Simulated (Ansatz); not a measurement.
An Ansatz (a first-principles code) run: Cs with a change (Cs → Sr); Kohn–Sham DFT with the r2SCAN functional, run in Ansatz with PAW and 500 eV plane waves, spin-orbit coupling left out.

Input:

Ansatz 0.2 input:
```yaml
crystal:
  lattice:
    - [-2.4072314712, 2.4072314712, 2.4072314712]
    - [2.4072314712, -2.4072314712, 2.4072314712]
    - [2.4072314712, 2.4072314712, -2.4072314712]
  atoms:
    - { symbol: Sr, position: [0, 0, 0] }
basis: { ecutwfc: 500, ecutrho_ratio: 4, xc_grid: 4, fft_grid_basis: typed }
kpoints: { mp_grid: { grid: [14, 14, 14] } }
hamiltonian:
  xc: r2scan
  dispersion: none
  pseudopotentials: { kind: paw }
scf: { occupations: { method: fermi_dirac, width: 0.05 }, convergence: { dr2_threshold: 0.0000000001 } }
output: { forces: true, stress: true }
checkpoint: { write: state.ck, write_every: 1000 }
```

Output (explanatory and most iteration lines left out):

```
Pseudopotential: Sr, paw, valence charge 10
Crystal: 1 atoms, lattice volume = 55.797 Å³
Basis set: ecut = 500 eV, 1433 PW (Γ), exchange–correlation on 128×128×128 points (64 copies of the dense FFT grid, shifted against one another)
Bands: 9, of which v1, the nominal top of the filled ones, is band 5 counted from 1 (4 counted from 0)
Symmetry: 48 space group operations
Space group: Im-3m (ITA 229), of the structure as read, at distance tolerance 3.8e-5 Å
k-points: 104 of 2744
Functional: x = r2scan, c = r2scan; τ floored in thin density (d = 2e-4 eV/Å³)
SCF iter   1: F=—  HF=-3555.083293 eV  |F-HF|=—  |Δ(HF+E_count)|=         —  Δρ=2.23e-3  dr2=3.10e-3  dr2_τ=2.05e-3  ethr=1.77e-3  ⟨swp⟩=6.9  Hψ=8744  notcnv=0
SCF iter   2: F=—  HF=-3555.108200 eV  |F-HF|=—  |Δ(HF+E_count)|=   2.49e-2  Δρ=1.75e-3  dr2=1.71e-3  dr2_τ=7.49e-5  ethr=3.10e-5  ⟨swp⟩=2.0  Hψ=2702  notcnv=0
SCF 1 converged in 9 iterations: F = -3555.108904 eV  dr2 = 5.65e-12
SCF converged after 9 iterations
Free energy (F): -3555.108904 eV
Internal energy: -3555.096843 eV  (E = F + TS)
E sigma→0 (E₀):  -3555.102873 eV
Entropy (-TS):   -0.012061 eV (-12.061 meV/atom)
Fermi energy:    5.010772 eV
--- Forces (eV/Å), atoms counted from 1 ---
  atom   1  Sr    -0.00000000    -0.00000000    -0.00000000
--- Stress (GPa, compression-positive) ---
        0.006456      -0.000000      -0.000000
        0.000000       0.006456       0.000000
        0.000000      -0.000000       0.006456
  P = ⅓ Tr σ = 0.0065 GPa (0.065 kbar)
```

Stability against distortions was not tested. The cell was made from Cs by this change: Cs → Sr; the result is a model cell. This is not the structure that Sr has at room temperature and ambient pressure.
